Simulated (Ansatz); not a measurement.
The starting structures come from a database of crystals and need not be the phases stable at ambient conditions.

By PBEsol, the system below comes out a metal.

A figure of merit of an interconnect metal is its ballistic conductance per area.

Given:

```yaml
crystal:
  lattice:
    - [4.86308, 0.00000, 0.00000]
    - [-2.43154, 4.21155, 0.00000]
    - [0.00000, 0.00000, 3.08623]
  atoms:
    - { symbol: Hf, position: [0.66667, 0.33333, 0.50000] }
    - { symbol: Hf, position: [0.33333, 0.66667, 0.50000] }
    - { symbol: Hf, position: [0.00000, 0.00000, 0.00000] }
```

Space group of this cell: P6/mmm. The cell is strained (lengths across the current scaled by 0.98, ions clamped); by PBEsol its mean pressure is 1.7 GPa.

The current flows along the normal of the first two printed cell vectors, the (001) (indices of the unstrained crystal) plane of the conventional cell. No spin-orbit coupling; the value is a mean over 0.1 eV about the Fermi level.

**Question.** Estimate the ballistic conductance per area that PBEsol run with Ansatz (a program for electronic structure) returns for this system.

**Answer.** 0.55 × 10¹⁵ S/m² for both spins.
